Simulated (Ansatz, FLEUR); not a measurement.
An Ansatz (an electronic-structure program) input for a self-consistent single point of PtAl₂ (Fm-3m, 3 atoms in the cell) (DFT, PBEsol, plane waves, default PAW files made with PBE):

Ansatz 0.2 input:
```yaml
crystal:
  lattice:
    - [0.000000, 2.976276, 2.976276]
    - [2.976276, 0.000000, 2.976276]
    - [2.976276, 2.976276, 0.000000]
  atoms:
    - { symbol: Al, position_ang: [1.488138, 1.488138, 1.488138] }
    - { symbol: Al, position_ang: [4.464414, 4.464414, 4.464414] }
    - { symbol: Pt, position_ang: [0.000000, 0.000000, 0.000000] }
kpoints:
  mp_grid: { grid: [7, 7, 7] }
hamiltonian:
  xc: pbesol
  pseudopotentials: { kind: paw }
scf:
  occupations: { method: fermi_dirac, width: 0.1 }
output:
  forces: true
  eigenvalues: true
  stress: true
```

Question: Give the FLEUR input for the same structure, mesh, smearing and functional.

Answer: One input that does it (others would too):

Input of the input generator:

```
PtAl2
&input film=f /
0.0000000000 2.9762760000 2.9762760000
2.9762760000 0.0000000000 2.9762760000
2.9762760000 2.9762760000 -0.0000000000
1.8897261246
1.0 1.0 1.0

3
13 0.2500000000 0.2500000000 0.2500000000
13 0.7500000000 0.7500000000 0.7500000000
78 0.0000000000 0.0000000000 0.0000000000

&comp jspins=1 /
&exco xctyp='PBEs' /
&kpt div1=7 div2=7 div3=7 /
&end /
```

```xml
<?xml version="1.0" encoding="UTF-8" standalone="no"?>
<fleurInput fleurInputVersion="0.39">
   <comment>
      PtAl2                                                                                               
   </comment>
   <calculationSetup>
      <cutoffs Kmax="4.6" Gmax="13.8" GmaxXC="13.8" numbands="0"/>
      <scfLoop itmax="80" minDistance="0.00001" maxIterBroyd="40" imix="Anderson" alpha="0.05" precondParam="0.0" spinf="2.0"/>
      <coreElectrons ctail="T" frcor="F" kcrel="0" coretail_lmax="0"/>
      <xcFunctional name="PBEs" relativisticCorrections="F"/>
      <magnetism jspins="1"/>
      <soc l_soc="F" theta="0.0" phi="0.0" spav="F"/>
      <expertModes spex="0" secvar="F"/>
      <geometryOptimization l_f="T" forcealpha="1.0" forcemix="BFGS" epsdisp="0.00001" epsforce="0.00001"/>
      <ldaU l_linMix="F" mixParam="0.05" spinf="1.0"/>
   </calculationSetup>
   <cell>
      <bzIntegration valenceElectrons="22.0" mode="hist" fermiSmearingEnergy="0.00367493">
         <kPointListSelection listName="default-1"/>
         <!-- k-points included here -->
         <xi:include xmlns:xi="http://www.w3.org/2001/XInclude" href="kpts.xml"> </xi:include>
      </bzIntegration>
      <!-- symmetry operations included here -->
      <xi:include xmlns:xi="http://www.w3.org/2001/XInclude" href="sym.xml"> </xi:include>
      <bulkLattice scale="1.0">
         <bravaisMatrix>
            <row-1>    0.0000000000000000     5.6243465112199891     5.6243465112199891</row-1>
            <row-2>    5.6243465112199891     0.0000000000000000     5.6243465112199891</row-2>
            <row-3>    5.6243465112199891     5.6243465112199891     0.0000000000000000</row-3>
         </bravaisMatrix>
      </bulkLattice>
   </cell>
   <atomSpecies>
      <species name="Aluminum (Al)" element="Al" atomicNumber="13">
         <mtSphere radius="1.75" gridPoints="619" logIncrement="0.018"/>
         <atomicCutoffs lmax="8" lnonsphr="6"/>
         <electronConfig flipSpins="F">
            <coreConfig>(1s1/2) (2s1/2) (2p1/2) (2p3/2)</coreConfig>
            <valenceConfig>(3s1/2) (3p1/2) (3p3/2)</valenceConfig>
            <stateOccupation state="(3p1/2)" spinUp="0.1666666666667" spinDown="0.1666666666667"/>
            <stateOccupation state="(3p3/2)" spinUp="0.3333333333333" spinDown="0.3333333333333"/>
         </electronConfig>
         <energyParameters s="3" p="3" d="3" f="4"/>
      </species>
      <species name="Platinum (Pt)" element="Pt" atomicNumber="78">
         <mtSphere radius="2.63" gridPoints="925" logIncrement="0.015"/>
         <atomicCutoffs lmax="10" lnonsphr="8"/>
         <electronConfig flipSpins="F">
            <coreConfig>(1s1/2) (2s1/2) (2p1/2) (2p3/2) (3s1/2) (3p1/2) (3p3/2) (4s1/2) (3d3/2) (3d5/2) (4p1/2) (4p3/2) (5s1/2) (4d3/2) (4d5/2) (4f5/2) (4f7/2)</coreConfig>
            <valenceConfig>(5p1/2) (5p3/2) (6s1/2) (5d3/2) (5d5/2)</valenceConfig>
            <stateOccupation state="(6s1/2)" spinUp="0.5" spinDown="0.5"/>
            <stateOccupation state="(5d3/2)" spinUp="1.8" spinDown="1.8"/>
            <stateOccupation state="(5d5/2)" spinUp="2.7" spinDown="2.7"/>
         </electronConfig>
         <energyParameters s="6" p="6" d="5" f="5"/>
         <lo type="SCLO" l="1" n="5" eDeriv="0"/>
      </species>
   </atomSpecies>
   <atomGroups>
      <atomGroup species="Aluminum (Al)">
         <relPos label="                   1">1.000/4.000 1.000/4.000 1.000/4.000</relPos>
         <relPos label="                   2">-1.000/4.000 -1.000/4.000 -1.000/4.000</relPos>
         <force calculate="T" relaxXYZ="TTT"/>
      </atomGroup>
      <atomGroup species="Platinum (Pt)">
         <relPos label="                   3">.0000000000 .0000000000 .0000000000</relPos>
         <force calculate="T" relaxXYZ="TTT"/>
      </atomGroup>
   </atomGroups>
   <output dos="F" band="F" slice="F">
      <checks vchk="F" cdinf="F"/>
      <bandDOS minEnergy="-.5*Htr" maxEnergy="0.5*Htr" sigma="0.015" storeEVData="T"/>
      <vacuumDOS vacdos="F" integ="F" star="F" nstars="0" locx1="0.0" locy1="0.0" locx2="0.0" locy2="0.0" nstm="0" tworkf="0.0"/>
      <unfoldingBand unfoldBand="F" supercellX="1" supercellY="1" supercellZ="1"/>
      <plotting iplot="0" polar="F">
         <plot TwoD="T" vec1="  1.0  0.0  0.0" vec2="  0.0  1.0  0.0" vec3="  0.0  0.0  1.0" zero="  0.0  0.0  0.0" file="plot"/>
      </plotting>
      <chargeDensitySlicing numkpt="0" minEigenval="0.0" maxEigenval="0.0" nnne="0" pallst="F"/>
      <specialOutput eonly="F"/>
      <magneticCircularDichroism mcd="F" energyLo="-10.0" energyUp="0.0"/>
   </output>
  <!-- We include the file relax.xml here to enable relaxations (see documentation) -->
  <xi:include xmlns:xi="http://www.w3.org/2001/XInclude" href="relax.xml"> <xi:fallback/> </xi:include>
</fleurInput>
```

Basis settings and potentials, where a program has them, do not carry over. This input uses DFT, PBEsol, all-electron FLAPW (FLEUR), scalar-relativistic valence.

The starting cell has typed, rounded lattice constants, without a prior relaxation at this level. Its lattice was rescaled by a random factor within 2.5 % of one.
